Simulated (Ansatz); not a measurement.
CsCl-type YRh was calculated with LDA (Ansatz, an electronic-structure program, PAW).

The input as run:

Ansatz 0.2 input:
```yaml
crystal:
  lattice:
    - [3.3732156826, 0.0, 0.0]
    - [0.0, 3.3732156826, 0.0]
    - [0.0, 0.0, 3.3732156826]
  atoms:
    - { symbol: Y, position: [0.5, 0.5, 0.5] }
    - { symbol: Rh, position: [0.0, 0.0, 0.0] }
basis:
  ecutwfc: 520
  ecutrho_ratio: 4
  xc_grid: 2
kpoints:
  mp_grid: { grid: [16, 16, 16] }
hamiltonian:
  xc: lda
  dispersion: none
  pseudopotentials: { azcp: { folder: ./paw }, kind: paw }
scf:
  occupations: { method: fermi_dirac, width: 0.05 }
output:
  forces: true
  stress: true
  eigenvalues: true
relax:
  f_tol: 0.004
  escape_saddle: false
  max_steps: 80
```

Excerpt of the program's output:

```
WARN output.stress: scf.convergence.dr2_threshold = 1e-7 eV (the SCF's general default) is looser than the 2e-10 eV advised for a printed stress (1e-10 eV for …
Relaxation: its limit of steps is 80 (relax.max_steps)
Crystal: 2 atoms, lattice volume = 38.382 Å³
Basis set: ecut = 520 eV, 1021 PW (Γ), exchange–correlation on 54×54×54 points (8 copies of the dense FFT grid, shifted against one another)
Bands: 18, of which v1, the nominal top of the filled ones, is band 14 counted from 1 (13 counted from 0)
Symmetry: 48 space group operations
Space group: Pm-3m (ITA 221), of the structure as read, at distance tolerance 3.4e-5 Å
k-points: 165 of 4096
Initial density: superposition of atomic densities (chi_scale 0.1, normalization cell, long waves kept (reshape's long-wave potential 0.00 eV rms))
Functional: x = slater, c = lda
SCF iter   1: F=—  HF=-10030.966996 eV  |F-HF|=—  |Δ(HF+E_count)|=         —  Δρ=2.65e-1  dr2=4.49e1
SCF iter   2: F=—  HF=-10028.091781 eV  |F-HF|=—  |Δ(HF+E_count)|=    2.88e0  Δρ=1.72e-1  dr2=2.04e1
  ...
SCF iter   7: F=—  HF=-10025.917952 eV  |F-HF|=—  |Δ(HF+E_count)|=   3.44e-6  Δρ=2.89e-5  dr2=2.43e-7
SCF iter   8: F=-10025.917952 eV  HF=-10025.917952 eV  |F-HF|=6.34e-9  |Δ(HF+E_count)|=   4.68e-8  Δρ=5.68e-6  dr2=7.64e-9
SCF 1 converged in 8 iterations: F = -10025.917952 eV  dr2 = 7.64e-9
relax step   1: F+E_penalty+E_count = -10025.91795202 eV  Δ(F+E_penalty+E_count) = +0.000e0 eV  max|allowed force component| = 1.473e-29 eV/Å  Δτ_max = 0.0000 Å  (8 SCF iters, accepted)
SCF converged after 8 iterations
Free energy (F): -10025.917952 eV
Internal energy: -10025.908669 eV  (E = F + TS)
E sigma→0 (E₀):  -10025.913311 eV
Fermi energy:    15.931679 eV
--- Forces (eV/Å), atoms counted from 1 ---
  atom   1  Y      0.00000000    -0.00000000     0.00000000
  atom   2  Rh    -0.00000000     0.00000000     0.00000000
--- Stress (GPa, compression-positive) ---
       -2.503758      -0.000000       0.000000
       -0.000000      -2.503758       0.000000
        0.000000       0.000000      -2.503758
  P = ⅓ Tr σ = -2.5038 GPa (-25.038 kbar)
```

The cell is one volume of an energy–volume scan, off the minimum.

The PAW data were made under PBE.

The result took about 9 core-seconds (a rough figure).
